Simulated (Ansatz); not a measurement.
System: CsCl-type CuZn. Method: PBE-D4 in Ansatz (plane waves, PAW).

Settings: plane-wave cutoff 520 eV, 18×18×18 k mesh, Fermi–Dirac smearing 0.05 eV, no spin polarisation, scalar-relativistic PAW data made under PBE.

Cell (relaxed at this level):

Space group Pm-3m (No. 221); a = 2.9212 Å, b = 2.9212 Å, c = 2.9212 Å, α = 90.00°, β = 90.00°, γ = 90.00°

```
atom  site  symmetry       x       y       z
----  ----  --------  ------  ------  ------
Zn      1b      m-3m  0.5000  0.5000  0.5000
Cu      1a      m-3m  0.0000  0.0000  0.0000
```

Question: What does this level give for the bulk modulus and pressure derivative B′ of the bulk modulus?

Answer: 
bulk modulus: 131 GPa
pressure derivative B′ of the bulk modulus: 5.0

The run finds no gap.

Measured, for comparison: bulk modulus 116 GPa (temperature not stated, not corrected to a static lattice; as tabulated in Nepal et al. (2020), arXiv:2007.11150). Computed (rounded) less measured: bulk modulus +13 %.

Computed values are for the static lattice.

The result took about 110 core-seconds (a rough figure).

Ansatz is a quantum-chemistry and plane-wave program.
